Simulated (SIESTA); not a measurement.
# Input and output of a self-consistent single point for Mg2Sc3WS8 (R-3m, 14 atoms in the cell) (SIESTA)

Method: GGA PBEsol, numerical atomic orbitals DZP, PseudoDojo PBEsol standard norm-conserving potentials (rewritten from UPF to PSML) (SIESTA).

Input as run:

```
# files in the folder: Mg.psml Sc.psml W.psml S.psml (PseudoDojo PBEsol standard)
SystemName  Mg2Sc3WS8
SystemLabel mg2sc3ws8

NumberOfAtoms                14
NumberOfSpecies              4
%block ChemicalSpeciesLabel
  1 12 Mg
  2 21 Sc
  3 74 W
  4 16 S
%endblock ChemicalSpeciesLabel
LatticeConstant              1.0 Bohr
%block LatticeVectors
     7.131930329    4.117622519   11.457263985
    -7.131930329    4.117622519   11.457263985
     0.000000000   -8.235243148   11.457263985
%endblock LatticeVectors
AtomicCoordinatesFormat      Ang
%block AtomicCoordinatesAndAtomicSpecies
    -0.000000000    0.000000125    2.278688980  1
     0.000000000    0.000000875   15.910080020  1
    -1.887027500   -1.089475500    6.062923000  2
     1.887027500   -1.089475500    6.062923000  2
     0.000000000    2.178952000    6.062923000  2
     0.000000000    0.000000500    9.094384500  3
     1.745519308    1.007776458    7.587505618  4
    -1.745519308   -1.007775458   10.601263382  4
    -1.745519308    1.007776458    7.587505618  4
     1.745519308   -1.007775458   10.601263382  4
    -0.000000000   -2.015551664    7.587505618  4
    -0.000000000    2.015552664   10.601263382  4
    -0.000000000    0.000000742   13.491210197  4
     0.000000000    0.000000258    4.697558803  4
%endblock AtomicCoordinatesAndAtomicSpecies

XC.functional                GGA
XC.authors                   PBEsol
PAO.BasisSize                DZP
PAO.EnergyShift              0.01 Ry
MeshCutoff                   300 Ry
%block kgrid.MonkhorstPack
    5   0   0  0.0
    0   5   0  0.0
    0   0   5  0.0
%endblock kgrid.MonkhorstPack
OccupationFunction           FD
ElectronicTemperature        0.1 eV
Spin                         polarized
%block DM.InitSpin
  1 +0.00
  2 +0.00
  3 +0.00
  4 +0.00
  5 +0.00
  6 +1.00
  7 +0.00
  8 +0.00
  9 +0.00
  10 +0.00
  11 +0.00
  12 +0.00
  13 +0.00
  14 +0.00
%endblock DM.InitSpin

MaxSCFIterations             150
SCF.Mixer.Method             Broyden
SCF.Mixer.Weight             0.1
SCF.Mixer.History            8
SCF.DM.Tolerance             1.0E-05
Diag.ParallelOverK           true
WriteForces                  true
Charge.Mulliken              end
```

The program printed (abridged):

```
reinit: Reading from file input.fdf

reinit: System Name: Mg2Sc3WS8
reinit: System Label: mg2sc3ws8

NOTE on units for spin output:
{S} is the spin magnetic moment, in units of the Bohr magneton,
assuming a g-factor for the electron spin of exactly 2.
The spin magnetic moment is then numerically equal to the charge inbalance,
in units of electrons, between the spin-up and -down channels.

coor:   Atomic-coordinates input format  =     Cartesian coordinates
coor:                                          (in Angstroms)

siesta: Atomic coordinates (Bohr) and species
siesta:     -0.00000   0.00000   4.30610  1        1
siesta:      0.00000   0.00000  30.06569  1        2
siesta:     -3.56597  -2.05881  11.45726  2        3
siesta:      3.56597  -2.05881  11.45726  2        4
siesta:      0.00000   4.11762  11.45726  2        5
siesta:      0.00000   0.00000  17.18590  3        6
siesta:      3.29855   1.90442  14.33831  4        7
siesta:     -3.29855  -1.90442  20.03348  4        8
siesta:     -3.29855   1.90442  14.33831  4        9
siesta:      3.29855  -1.90442  20.03348  4       10
siesta:     -0.00000  -3.80884  14.33831  4       11
siesta:     -0.00000   3.80884  20.03348  4       12
siesta:     -0.00000   0.00000  25.49469  4       13
siesta:      0.00000   0.00000   8.87710  4       14

siesta: System type = bulk

initatomlists: Number of atoms, orbitals, and projectors:     14   198   246

siesta: ******************** Simulation parameters ****************************
redata: Spin configuration                          = collinear
redata: Time-Reversal Symmetry                      = T
redata: Number of Atomic Species                    =        4
redata: Mesh Cutoff                                 =   300.0000 Ry
redata: Net charge of the system                    =     0.0000 |e|
redata: Min. number of SCF Iter                     =        0
   [... lines left out ...]
diag: Orthogonalization factor                      =  0.100E-05
diag: Memory factor                                 =  1.0000

superc: Internal auxiliary supercell:     5 x     5 x     5  =     125
superc: Number of atoms, orbitals, and projectors:   1750  24750  30750

                        Single-point calculation

superc: Internal auxiliary supercell:     5 x     5 x     5  =     125
superc: Number of atoms, orbitals, and projectors:   1750  24750  30750

outcell: Unit cell vectors (Ang):
        3.774055    2.178952    6.062923
       -3.774055    2.178952    6.062923
        0.000000   -4.357903    6.062923

outcell: Cell vector modules (Ang)   :    7.466616    7.466616    7.466616
outcell: Cell angles (23,13,12) (deg):     60.7234     60.7234     60.7234
outcell: Cell volume (Ang**3)        :    299.1501
new_DM -- step:     1
Initializing Density Matrix...

Attempting to read DM from file... Failed...
initDM: WARNING: atom 1 has a closed-shell and cannot be polarized
initDM: WARNING: atom 2 has a closed-shell and cannot be polarized
DM filled with atomic data (user-defined):

InitMesh: MESH = 72 x 72 x 72 = 373248
InitMesh: Mesh cutoff (required, used) =   300.000   378.604 Ry

stepf: Fermi-Dirac step function
        iscf     Eharris(eV)        E_KS(eV)     FreeEng(eV)     dDmax    Ef(eV) dHmax(eV)
   scf:    1   -11580.820713   -11623.492173   -11623.707831  0.858978 -2.703644 27.550254
     spin moment: {S} , |S| = {        0.0        0.0    0.48216 }     0.48216
   scf:    2   -11650.427798   -11642.200273   -11642.400934  0.375289 -3.407832  8.479618
     spin moment: {S} , |S| = {        0.0        0.0    1.09237 }     1.09237
   scf:    3   -11646.567861   -11644.729383   -11644.934748  0.031384 -3.734431  4.450421
     spin moment: {S} , |S| = {        0.0        0.0    1.22600 }     1.22600
   scf:    4   -11646.950709   -11646.294993   -11646.496820  0.044385 -4.010027  3.015581
     spin moment: {S} , |S| = {        0.0        0.0    1.31175 }     1.31175
   scf:    5   -11646.263259   -11646.401704   -11646.596710  0.037850 -3.912107  1.939917
     spin moment: {S} , |S| = {        0.0        0.0    1.36499 }     1.36499
   scf:    6   -11646.404774   -11646.487408   -11646.680182  0.014980 -4.050561  0.731087
   [... lines left out ...]
   scf:   21   -11646.690719   -11646.690731   -11646.789105  0.000021 -3.993064  0.001659
     spin moment: {S} , |S| = {        0.0        0.0    2.55341 }     2.55341
   scf:   22   -11646.690823   -11646.690777   -11646.789106  0.000092 -3.993047  0.001063
     spin moment: {S} , |S| = {        0.0        0.0    2.55373 }     2.55373
   scf:   23   -11646.690785   -11646.690781   -11646.789106  0.000033 -3.993036  0.000642
     spin moment: {S} , |S| = {        0.0        0.0    2.55376 }     2.55376
   scf:   24   -11646.690756   -11646.690768   -11646.789106  0.000011 -3.993029  0.000463
     spin moment: {S} , |S| = {        0.0        0.0    2.55368 }     2.55368
   scf:   25   -11646.690766   -11646.690767   -11646.789106  0.000012 -3.993027  0.000377
     spin moment: {S} , |S| = {        0.0        0.0    2.55367 }     2.55367
   scf:   26   -11646.690768   -11646.690768   -11646.789106  0.000010 -3.993026  0.000310
     spin moment: {S} , |S| = {        0.0        0.0    2.55368 }     2.55368
SCF Convergence by DM+H criterion
max |DM_out - DM_in|         :     0.0000096035
max |H_out - H_in|      (eV) :     0.0003098232
SCF cycle converged after 26 iterations

Using DM_out to compute the final energy and forces

siesta: E_KS(eV) =           -11646.6908

siesta: E_KS - E_eggbox =    -11646.6908

siesta: Atomic forces (eV/Ang):
     1   -0.000000    0.000000    0.033658
     2    0.000000   -0.000000   -0.033658
     3    0.000000    0.000000    0.000000
     4   -0.000000    0.000000    0.000000
     5    0.000000   -0.000000    0.000000
     6    0.000000    0.000000    0.000000
     7   -0.336692   -0.194390   -0.050583
     8    0.336692    0.194390    0.050583
     9    0.336692   -0.194390   -0.050583
    10   -0.336692    0.194390    0.050583
    11    0.000000    0.388779   -0.050583
    12   -0.000000   -0.388779    0.050583
    13   -0.000000   -0.000000   -0.454759
    14    0.000000    0.000000    0.454759
   Tot    0.000000    0.000000    0.000000
   Max    0.454759
   Res    0.178494    sqrt( Sum f_i^2 / 3N )
   Max    0.454759    constrained

Stress tensor Voigt[x,y,z,yz,xz,xy] (kbar):       30.76       30.76       36.22        0.00       -0.00        0.00
(Free)E + p*V (eV/cell)   -11652.8729
Target enthalpy (eV/cell)   -11646.7891

siesta: Program's energy decomposition (eV):
siesta: Ebs     =     -2888.442718
siesta: Eions   =     18125.270114
siesta: Ena     =      4007.818451
siesta: Ekin    =      4664.507512
siesta: Enl     =      -114.132405
siesta: Eso     =         0.000000
siesta: Edftu   =         0.000000
siesta: DEna    =       129.229863
siesta: DUscf   =         4.076991
siesta: DUext   =         0.000000
siesta: Ex      =     -2038.486339
siesta: Ec      =      -174.434726
siesta: Exc     =     -2212.921065
siesta: Eharris =    -11646.690768
siesta: Etot    =    -11646.690768
siesta: FreeEng =    -11646.789106

siesta: Atomic forces (eV/Ang):
siesta:      1   -0.000000    0.000000    0.033658
siesta:      2    0.000000   -0.000000   -0.033658
siesta:      3    0.000000    0.000000    0.000000
siesta:      4   -0.000000    0.000000    0.000000
   [... lines left out ...]
siesta: Cell volume =        299.150081 Ang**3
siesta:         -32.58335396        -17.04791245  kBar
   [... lines left out ...]
   6  5.774   0.992   0.365  -0.062   0.994   0.992   0.994   0.135   0.135
              0.135   0.180   0.203   0.185   0.203   0.180   0.027   0.048

             -0.005   0.048   0.027

Species: S
Atom  Qatom  Qorb
               3s      3s      3py     3pz     3px     3py     3pz     3px
               3Pdxy   3Pdyz   3Pdz2   3Pdxz   3Pdx2-y2
   7  3.092   0.757   0.071   0.715   0.724   0.747   0.025   0.017  -0.005
              0.009   0.008   0.008   0.009   0.008
   8  3.092   0.757   0.071   0.715   0.724   0.747   0.025   0.017  -0.005
   [... 13 lines left out ...]

mulliken: Qtot =       56.223

Mulliken Atomic Populations:
Atom #   charge [q] valence [e]      Sz [e]  Species
     1     0.529014    9.470986    0.024038  Mg
     2     0.529014    9.470986    0.024038  Mg
     3     0.140329   10.859671    0.040026  Sc
     4     0.140329   10.859671    0.040026  Sc
     5     0.140329   10.859671    0.040026  Sc
     6     0.294558   13.705442    2.156629  W
     7    -0.221596    6.221596    0.037931  S
     8    -0.221596    6.221596    0.037931  S
     9    -0.221596    6.221596    0.037931  S
    10    -0.221596    6.221596    0.037931  S
    11    -0.221596    6.221596    0.037931  S
    12    -0.221596    6.221596    0.037931  S
    13    -0.221997    6.221997    0.000653  S
    14    -0.221997    6.221997    0.000653  S
 Total    -0.000000                2.553679
```

The run converged in 26 iterations.

The starting cell comes from a database of computed structures (which also holds hypothetical and non-ambient phases and stackings), without a prior relaxation at this level. With one magnetic atom in the cell only a parallel order is possible. Values carry the incompleteness of an atom-centred basis. With a pressure of about -3 GPa the cell is away from its equilibrium volume at this level.

Cost on one core of a shared machine: roughly 4 min.
